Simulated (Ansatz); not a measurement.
Consider Mg2Sn (space group Fm-3m, No. 225; a = 6.747 Å; relaxed with 0.1 eV smearing). Axes: x, y, z lie along the cube axes.

Level of theory: PBEsol/PAW in Ansatz (a program for electronic structure), no SOC.

Base values:

| Quantity | Result |
|---|---|
| Shortest interatomic distance | 2.922 Å |

Now apply this change: biaxial strain +1.67 %, plane normal [111], relaxed out of plane (Cartesian); in-plane vectors clamped, the third vector and the atoms free.

Estimate the effect on the shortest interatomic distance, out-of-plane strain, energy relative to the base and in-plane stress.

The shortest interatomic distance shrinks by 0.008 Å (2.922 Å → 2.914 Å); the out-of-plane strain is -0.88 %; the energy grows by 4.1 meV/atom; the mean in-plane stress (compression positive) amounts to -1.5 GPa.

Stability against distortions was not tested.
